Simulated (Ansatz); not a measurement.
System: β-phase O₂. Method: LDA (Ansatz, an electronic-structure program, PAW).

Run with plane-wave cutoff 520 eV, 14×14×14 k mesh, Fermi–Dirac smearing 0.1 eV, perturbation theory, scalar-relativistic PAW data made under PBE.

Computed at the level's own relaxed cell.

Space group R-3m, hexagonal axes (No. 166); a = 2.392 Å, b = 2.392 Å, c = 11.345 Å, α = 90.00°, β = 90.00°, γ = 120.00°

```
atom  site  symmetry       x       y       z
----  ----  --------  ------  ------  ------
O       6c        3m  0.0000  0.0000  0.0526
```
(The calculation used a cell of 2 atoms; values per cell refer to that cell.)

Harmonic phonon frequencies (cm⁻¹; i marks an imaginary mode):

| q point | frequencies |
|---|---|
| Γ | ___ |
| T | ___ |
| L | 212i 76 298 389 523 1423 |
| F | 209i 77 305 392 523 1420 |

Problem. Complete the blanks.

Solution. 
- Γ, frequencies: 0 0 0 513 513 1609
- T, frequencies: 23 23 106 513 513 1590

Imaginary modes appear, so the structure is dynamically unstable at this level.

Note: the solid has open-shell d or p electrons, and the run has no spin polarisation; the run finds an imaginary mode (212i cm⁻¹), so the cell is a saddle point at this level; the volume lies 47 % below that of the published cell.
